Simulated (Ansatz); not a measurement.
**What a tighter setting buys: kpoints.mp_grid.grid, MgI₂ (P-3m1, 3 atoms in the cell)**

```yaml
crystal:
  lattice:
    - [4.19484, 0.00000, 0.00000]
    - [-2.09742, 3.63284, 0.00000]
    - [0.00000, 0.00000, 7.10431]
  atoms:
    - { symbol: Mg, position: [0.00000, 0.00000, 0.00000] }
    - { symbol: I, position: [0.33333, 0.66667, 0.23408] }
    - { symbol: I, position: [0.66667, 0.33333, 0.76592] }
```

Method of the run: PBE0, default PAW files made with PBE (plane waves; Ansatz, a quantum-chemistry and plane-wave program).

Base settings: basis.ecutwfc = 420 eV; kpoints.mp_grid.grid = 5 5 3; hamiltonian.xc = pbe0; hamiltonian.pseudopotentials = {kind: paw} (the program's default PAW files); scf.occupations.method = fixed.

Misses are taken against the tightest run, 6 6 3, which need not be fully converged itself. The energy is the free energy per atom.

Core times come from one kind of shared machine and are given to one figure; runs under 30 s give none.

The starting cell comes from a database of computed structures (which also holds hypothetical and non-ambient phases and stackings), without a prior relaxation at this level. Its lattice was rescaled by a random factor within 2.5 % of one. Ansatz's pressure includes its estimate of the finite-basis (Pulay) stress.

```tsv
kpoints.mp_grid.grid	energy less reference (meV/atom)	pressure less reference (GPa)	largest difference in the force on any atom (eV/Å)	core time / reference (rough)
2 2 1	250.24	2.08	0.069	–
3 3 2	36.50	0.47	0.025	–
4 4 2	5.73	0.09	0.005	0.4
5 5 3	0.86	0.02	0.001	1
6 6 3	0.00	0.00	0.000	1
```

Coarsest setting among those run that, with all tighter ones, holds the energy within 10 meV/atom of the reference: 4 4 2, off by 5.7 meV/atom; it needs about 0.4 of the reference's time.

Coarsest setting among those run that, with all tighter ones, holds the energy within 2 meV/atom of the reference: 5 5 3, off by 0.86 meV/atom; its saving against the reference is no more than about a factor of 2 in time.

The step from 4 4 2 to 5 5 3: it takes the miss in the energy from 5.7 to 0.86 meV/atom, for roughly 3 times the time.

Keys are those of Ansatz 0.2.
